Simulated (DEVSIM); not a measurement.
Device: Pt/La2O3/p-Si capacitor, at 400 K.

Layer 1 from the left is La2O3, thickness (nm) 21.0. Layer 2 from the left is Si, thickness (nm) 1100, Na (cm⁻³) 2.8e17.

Metal gate on the left, work function 5.6 eV. Fixed charge at the semiconductor interface -2.8e11 cm⁻² (in units of +e); interface traps 1.4e10 cm⁻² eV⁻¹, uniform in energy, neutral level at 0.7 of the gap above the valence band.

This is a model device: material constants are rounded textbook-type values typed into the input, and sizes, dopings and lifetimes were drawn at random. Values at 300 K; Nc and Nv go as T^1.5, mobilities as T to minus their exponent, the gap by Varshni's rule with the affinity fixed.

La2O3: gap (eV) 5.8, affinity (eV) 1.8, permittivity 27. Si: gap (eV) 1.124, affinity (eV) 4.05, permittivity 11.7, Nc (cm⁻³) 2.86e19, Nv (cm⁻³) 3.1e19, Varshni α (eV/K) 0.000473, Varshni β (K) 636.

DEVSIM, 1D Poisson equation in equilibrium, Boltzmann statistics, complete ionisation; no quantum confinement or tunnelling. Metal contacts follow the ideal Schottky-Mott rule: no Fermi-level pinning, no interface dipoles.

### Question
What does the simulation give for the minimum of the low-frequency capacitance, the threshold voltage (band bending 2φF), the flat-band voltage?

### Answer
minimum of the low-frequency capacitance 0.175 μF/cm²; threshold voltage (band bending 2φF) 1.65 V; flat-band voltage 0.67 V.
